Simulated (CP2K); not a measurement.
Band structure of CaPdF6 (R-3, 8 atoms in the cell).

```yaml
crystal:
  lattice:
    - [5.72186, 0.00000, 0.00000]
    - [3.41229, 4.59303, 0.00000]
    - [3.41229, 1.71584, 4.26049]
  atoms:
    - { symbol: Ca, position: [0.50000, 0.50000, 0.50000] }
    - { symbol: Pd, position: [0.00000, 0.00000, 0.00000] }
    - { symbol: F, position: [0.38449, 0.06381, 0.78174] }
    - { symbol: F, position: [0.61551, 0.93619, 0.21826] }
    - { symbol: F, position: [0.78174, 0.38449, 0.06381] }
    - { symbol: F, position: [0.21826, 0.61551, 0.93619] }
    - { symbol: F, position: [0.06381, 0.78174, 0.38449] }
    - { symbol: F, position: [0.93619, 0.21826, 0.61551] }
```

Method of the run: PBEsol, GPW, DZVP-MOLOPT-SR-GTH basis, GTH-PBE potentials (GTH_POTENTIALS) (CP2K 2026.2).

Settings: CUTOFF = 550 Ry; REL_CUTOFF = 40 Ry; SMEAR/METHOD = FERMI_DIRAC; ELECTRONIC_TEMPERATURE = 580.23 K; KPOINTS/SCHEME = MONKHORST-PACK 4 4 4; GAMMA_CENTERED = T; XC_FUNCTIONAL = PBE:PBESOL; Ca/BASIS_SET = DZVP-MOLOPT-SR-GTH; Ca/POTENTIAL = GTH-PBE-q10; Pd/BASIS_SET = DZVP-MOLOPT-SR-GTH; Pd/POTENTIAL = GTH-PBE-q18; F/BASIS_SET = DZVP-MOLOPT-SR-GTH; F/POTENTIAL = GTH-PBE-q7; METHOD = GPW.

The starting cell comes from a database of computed structures (which also holds hypothetical and non-ambient phases and stackings), without a prior relaxation at this level. Values carry the incompleteness of an atom-centred basis. The potentials were made for another functional than the one used.

Predict the gap along the standard path and the places of the band edges.

The gap along the path is 2.09 eV, from L to F; the smallest direct gap on it is 2.11 eV. Another conduction valley lies within 0.1 eV, so the order of the valleys is not sure.

Levels in eV from the top of the valence band on the SCF mesh, bands 32 to 36:
| point | 32 | 33 | 34 | 35 | 36 |
|---|---|---|---|---|---|
| Γ | -1.44 | -0.48 | -0.41 | -0.41 | 2.15 |
| L | -1.33 | -0.40 | -0.23 | 0.00 | 2.25 |
| Z | -1.31 | -0.23 | -0.16 | -0.16 | 2.34 |
| F | -1.42 | -0.50 | -0.26 | -0.03 | 2.09 |
| P1 | -1.39 | -0.42 | -0.17 | -0.06 | 2.16 |
| P | -1.39 | -0.42 | -0.17 | -0.06 | 2.16 |

Higher empty bands are left out: an atom-centred basis made for the valence describes them poorly.
